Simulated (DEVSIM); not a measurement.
System: Al/Al2O3/p-Ge capacitor, at 350 K.

Layer 1 from the left is Al2O3, thickness (nm) 6.70. Layer 2 from the left is Ge, thickness (nm) 3000, Na (cm⁻³) 4e16.

Metal gate on the left, work function 4.1 eV. Fixed charge at the semiconductor interface 0 cm⁻² (in units of +e); no interface traps.

This is a model device: material constants are rounded textbook-type values typed into the input, and sizes, dopings and lifetimes were drawn at random. Values at 300 K; Nc and Nv go as T^1.5, mobilities as T to minus their exponent, the gap by Varshni's rule with the affinity fixed.

Al2O3: gap (eV) 6.8, affinity (eV) 1.35, permittivity 9. Ge: gap (eV) 0.664, affinity (eV) 4, permittivity 16, Nc (cm⁻³) 1.04e19, Nv (cm⁻³) 6e18, Varshni α (eV/K) 0.000477, Varshni β (K) 235.

Question: Estimate by hand the flat-band voltage, the threshold voltage, and compare with a numerical solution.

Answer: 
- Flat-band voltage: C = 1.19 μF/cm², work-function difference -0.386 V; VFB = φms − qNf/C = -0.39 V; numerical -0.39 V.
- Threshold voltage: φF = 0.156 V, depletion charge √(4εqNφF) = 7.52e-8 C/cm²; VT = VFB + 2φF + Qd/C = -0.01 V; numerical -0.01 V.

Simulated with DEVSIM: 1D Poisson equation in equilibrium, Boltzmann statistics, complete ionisation; no quantum confinement or tunnelling. Metal contacts follow the ideal Schottky-Mott rule: no Fermi-level pinning, no interface dipoles.
